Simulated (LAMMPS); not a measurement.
Pressure dependence of Mo (bcc) at 3760 K, from the melt.

Level of theory: MD with a machine-learned potential, pair style snap, file Mo_Zuo_JPCA2020.snap, run in LAMMPS.

```tsv
P (GPa)	state	volume	coordination number	self-diffusion coefficient of Mo (not corrected for cell size)
0	liquid	17.70 ± 0.01 Å³/atom	13.1 (counted to 3.86 Å)	(7.6 ± 0.3) × 10^-5 cm²/s
2	liquid	17.49 ± 0.01 Å³/atom	13.2 (counted to 3.86 Å)	(7.0 ± 0.6) × 10^-5 cm²/s
5	liquid	17.223 ± 0.007 Å³/atom	13.7 (counted to 3.90 Å)	(7.6 ± 0.2) × 10^-5 cm²/s
```

Caution: a run this short can hold a crystal over, or a liquid under, the potential's own melting point, which these runs don't give.

Estimate the isothermal bulk modulus at zero pressure. A parabola P(ln V) through the three points gives −dP/d ln V = 160 GPa at zero pressure.

States go by the mean squared displacement: a species diffuses where it passes 1.5 Å², still rises and gives D over 1e-6 cm²/s; a crystal has left its structure where atoms lie 0.35 Å off their sites on average or a cubic box changes its shape by 3 %, or the axial ratios of another lie 8 % off the starting cell's, which the potential's own relaxation can also do.

Errors of D are the spread over four groups of atoms in one short run; a floor of about 5 %, a picked value, is safer.

The ± values are statistical; the model's systematic error is not in them.
